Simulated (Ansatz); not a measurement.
## A computed series for ZnS: response to strain

The parent structure is ZnS in the wurtzite structure (space group P6_3mc, No. 186; a = 3.7822 Å, c = 6.2077 Å).

Strains are applied to the cell and any free atomic positions relax.

Level of theory: plane-wave PAW DFT at the PBEsol level (Ansatz, an electronic-structure program, 420 eV), without spin-orbit coupling.

Candidates:
(a) isotropic strain +2.40 %
(b) isotropic strain +0.60 %
(c) isotropic strain +1.20 %
(d) isotropic strain +3.00 %

Base values:

Band gap: 2.15 eV

**Question.** Order them by band gap, lowest first.

**Answer.** (d) isotropic strain +3.00 % (1.77 eV), (a) isotropic strain +2.40 % (1.85 eV), (c) isotropic strain +1.20 % (2.00 eV), (b) isotropic strain +0.60 % (2.08 eV)

Stability against distortions was not tested.
